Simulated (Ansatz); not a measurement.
# Short convergence ladders for Zr2V3Fe (R3m, 6 atoms in the cell)

```xyz
6
Lattice="2.6199 1.5126 4.0169 -2.6199 1.5126 4.0169 0.0000 -3.0252 4.0169" Properties=species:S:1:pos:R:3 pbc="T T T"
Zr     0.0000     0.0000     7.5922
Zr     0.0000     0.0000     4.5085
V     -1.3099     0.7563     2.0084
V      0.0000    -1.5126     2.0084
V      1.3099     0.7563     2.0084
Fe     0.0000     0.0000     0.0000
```
Moments meant for the start (each program seeds them in its own way; μB, in the order of the atoms Zr Zr V V V Fe): 0.0 0.0 2.0 2.0 2.0 4.0.

Base method: PBEsol, default PAW files made with PBE (plane waves; Ansatz, an electronic-structure program).

Base settings: basis.ecutwfc = 420 eV; kpoints.mp_grid.grid = 3 3 3; hamiltonian.xc = pbesol; hamiltonian.pseudopotentials = {kind: paw} (the program's default PAW files); magnetization.spin_polarized = true; scf.occupations.method = gaussian; scf.occupations.width = 0.1 eV.

The count of work is k-points × plane waves × bands × iterations; it is no time. Core times come from one kind of shared machine, to one figure; runs under 30 s give none.

**The cutoff for other potential files**

Level: DFT, PBEsol, plane waves, harder PAW files (source: ansatz) made with PBE.

In this ladder: hamiltonian.pseudopotentials = {kind: paw, source: ansatz}.

The second cell is the first with its lattice scaled by 0.98.

The mesh stays at the base's, so the ladder's end is converged at best in this setting alone.

The first pressure column holds Ansatz's estimate of the finite-basis (Pulay) stress, which hides part of the cutoff error; the other is without it.

Only quantities that move along the ladder and can be compared are tabulated.

```csv
basis.ecutwfc,free energy less the last step's (meV/atom),energy of the compressed cell less the first (meV/atom),pressure (GPa),pressure without the Pulay estimate (GPa),largest difference of a force vector from the last step's (eV/Å),count of work / last,core time / last (rough)
380 eV,3936.74,-61.47,-8.85,-172.63,0.099,0.11,–
465 eV,877.75,10.66,-5.19,-54.64,0.017,0.15,–
590 eV,88.97,-8.33,-5.98,-13.08,0.001,0.22,–
715 eV,5.25,-6.82,-5.90,-6.53,0.000,0.27,–
845 eV,0.23,-6.80,-5.91,-5.93,0.000,0.38,0.5
1015 eV,0.08,-6.81,-5.91,-5.91,0.000,0.50,0.5
1265 eV,0.05,-6.81,-5.91,-5.91,0.000,0.65,0.7
1690 eV,0.00,-6.81,-5.91,-5.91,0.000,1.0,1
```

Coarsest basis.ecutwfc that holds the forces within 0.01 eV/Å of the last step, with all finer ones: 590 eV, at 0.22 of the last step's count of work; the step before is off by 0.017 eV/Å.

Coarsest basis.ecutwfc that holds the energy of the compressed cell less the first within 0.2 meV/atom of the last step, with all finer ones: 715 eV, at 0.27 of the last step's count of work; the step before is off by 1.5 meV/atom.

Coarsest basis.ecutwfc that holds the free energy within 2 meV/atom of the last step, with all finer ones: 845 eV, at 0.38 of the last step's count of work; the step before is off by 5.2 meV/atom.

The energy difference between the two cells stays within 1 meV/atom of the last step's from 715 eV on, the total only from 845 eV on: much of the error is common to both cells and cancels.

At the lowest cutoff the pressure without the Pulay estimate lies 167 GPa under the last step's, the usual sign of Pulay stress in an incomplete plane-wave basis.

**The relaxed cell against the cutoff**

On Zr2V3Fe (R-3m, 6 atoms in the cell): atoms on their sites.

In this ladder: relax = cell and atoms.

The mesh stays at the base's, so the ladder's end is converged at best in this setting alone.

Only quantities that move along the ladder and can be compared are tabulated.

```tsv
basis.ecutwfc	relaxed volume (Å³/atom)	relaxation steps	core time / last (rough)
295 eV	15.372	26	1
355 eV	15.337	13	0.7
420 eV	15.331	8	0.7
505 eV	15.330	8	0.7
630 eV	15.330	8	0.9
840 eV	15.329	8	1
```

Coarsest basis.ecutwfc that holds the relaxed volume within 0.031 Å³/atom of the last step, with all finer ones: 355 eV; the step before is off by 0.042 Å³/atom.

At the lowest cutoff the cell relaxes to a volume 0.3 % larger than at the highest. Ansatz relaxes on a stress corrected for the finite basis.

On the base run: the starting cell comes from a database of computed structures (which also holds hypothetical and non-ambient phases and stackings), without a prior relaxation at this level. Its lattice was rescaled by up to half a per cent. One atom was moved a little off its site on purpose. The starting moments vanished: the run ended non-magnetic, which need not be the lowest state. The program warned that a starting moment was not kept. Without a gap this mesh is coarse (it stands for a supercell whose shortest vector is 15 Å).

Left out of this page: 2 runs of the series stopped by limits of time or memory.

Keys are those of Ansatz 0.2.
